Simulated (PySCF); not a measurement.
PySCF 2.14.0, unrestricted HF/def2-svp, df: neopentasilane anion ([SiH3][Si]([SiH3])([SiH3])[SiH3]), charge -1, multiplicity 2, 17 atoms. The geometry is a generated start, not checked to be a minimum at this level.

```
Quantity                      Result
-------------------  ---------------
task                          energy
method                            hf
basis                       def2-svp
two-electron scheme  density fitting
mol.max_memory               3000 MB
mf.max_cycle                     100
mf.init_guess        minao (default)
mf.DIIS              CDIIS (default)
mf.conv_tol          1e-09 (default)
basis functions                  150
```

```xyz
17

Si    -0.3866    -0.8805    -2.1353
Si    -0.0032    -0.0007     0.0025
Si    -0.0270     2.3409    -0.0886
Si    -1.6774    -0.7265     1.4671
Si     2.0901    -0.7366     0.7571
H     -1.6772    -0.4674    -2.6908
H     -0.3825    -2.3448    -2.1472
H      0.6263    -0.4557    -3.1041
H      0.2231     2.9507     1.2196
H     -1.3130     2.8664    -0.5506
H      0.9888     2.8800    -0.9951
H     -3.0103    -0.2822     1.0527
H     -1.7451    -2.1849     1.5724
H     -1.4809    -0.2242     2.8290
H      2.1769    -2.1962     0.8403
H      3.1807    -0.3081    -0.1212
H      2.4172    -0.2302     2.0922
```

Charge -1 and multiplicity 2 are set for this test and not shown to be the ground state.

One run each on 2 threads, 1 BLAS thread. Values of diis_space tried: 3, 5, 8 (default), 12, 20.

Task: Predict the course of the Fock builds along this series.

Result: Fewest Fock builds: 20 with 39. The count rises to 74 at 8 (default). The run ends without SCF convergence in 100 cycles at 3, 5.

| diis_space | Fock builds | end |
|---|---|---|
| 3 | 101 | no convergence |
| 5 | 101 | no convergence |
| 8 (default) | 74 | same solution |
| 12 | 57 | same solution |
| 20 | 39 | same solution |
